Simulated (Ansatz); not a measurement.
# Rh (P6₃/mmc, No. 194, 4 atoms in the cell; start mp-1186916; another form than the element's usual one)

These are PBEsol (Ansatz, a program for electronic structure, plane waves, PAW) values and carry that method's errors.

Run with plane-wave cutoff 520 eV, 24×24×6 k mesh (along the axes of the cell as run), Fermi–Dirac smearing 0.05 eV, no spin polarisation, scalar-relativistic PAW data made under PBE.

Cell (relaxed at this level):

```yaml
crystal:
  lattice:
    - [2.67549, 0.00000, 0.00000]
    - [-1.33774, 2.31704, 0.00000]
    - [0.00000, 0.00000, 8.72729]
  atoms:
    - { symbol: Rh, position: [0.00000, 0.00000, 0.00000] }
    - { symbol: Rh, position: [0.00000, 0.00000, 0.50000] }
    - { symbol: Rh, position: [0.33333, 0.66667, 0.25000] }
    - { symbol: Rh, position: [0.66667, 0.33333, 0.75000] }
```

- bulk modulus: 295 GPa

Note: the run has no spin polarisation, so it can have missed a magnetic state; the bulk modulus is −V dP/dV from two relaxed cells at ±2 % in volume; the relaxation could not lower the start's symmetry, so the cell can be a saddle point above a distorted one.

Computed values are for the static lattice.

Computing time: roughly 5 core-minutes.

A start named mp-… is a Materials Project structure, which need not be a measured phase.
